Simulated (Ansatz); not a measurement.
TiB2: energy against strain

TiB2 (AlB2 type, P6/mmm, 8.558 Å³/atom at rest, c along z) under an equal strain ε in the (0001) plane with the normal axis free, as in a coherent film. PBE in Ansatz, a plane-wave DFT program (PAW, default set), 420 eV, 22×22×18 Γ-centred mesh, Fermi-Dirac smearing 0.10 eV; ions are relaxed within the symmetry of each cell.

Here s stands for strain and y for E less E0.

| strain (%) | E less E0 (meV/atom) |
|---|---|
| -3.00 | ? |
| -1.50 | 8.25 |
| -1.00 | 3.61 |
| -0.50 | 0.88 |
| 0.00 | 0.00 |
| 0.50 | 0.92 |
| 1.00 | 3.57 |
| 1.50 | 7.90 |

### Question
Fit y against s with a parabola, and predict the withheld value at s = -3.00.

### Answer
Least squares gives y = 0.002 - 0.0779·s + 3.5881·s². Residuals (row less fit): 0.058, -0.058, -0.058, -0.002, 0.060, 0.058, -0.058; standard error 0.071 (degrees of freedom: 4). Twice the quadratic coefficient over the volume, 2 × 3.5881 meV × 10⁴ × 0.1602 / 8.558 Å³, is twice the biaxial elastic modulus of this plane = 1344 ± 12 GPa. At the withheld row, y = 0.002 - 0.0779 × (-3.0) + 3.5881 × (-3.0)² = 32.529 meV/atom. The calculation gives 34.35 meV/atom, 1.821 meV/atom above the prediction (5.3 % of the range of y in the table). The row lies outside the fitted rows, so this is an extrapolation. From the scatter of the fitted rows alone, a prediction at this place has a standard error of 0.273 meV/atom, so the miss is 6.7 times that.

One order more, fitted to all 13 runs of the series, follows each within 0.02, so the miss is the next term of a smooth law. In a metal these values are sensitive to mesh and smearing; energies are taken to zero smearing, stresses follow the free energy. Rows are the converged runs of the series near zero and its far end; series whose fitted rows scatter by over a few per cent of the range, as at a crossing or softening among them, aren't shown in this form. Most that stay on the fit to the last digits aren't either.
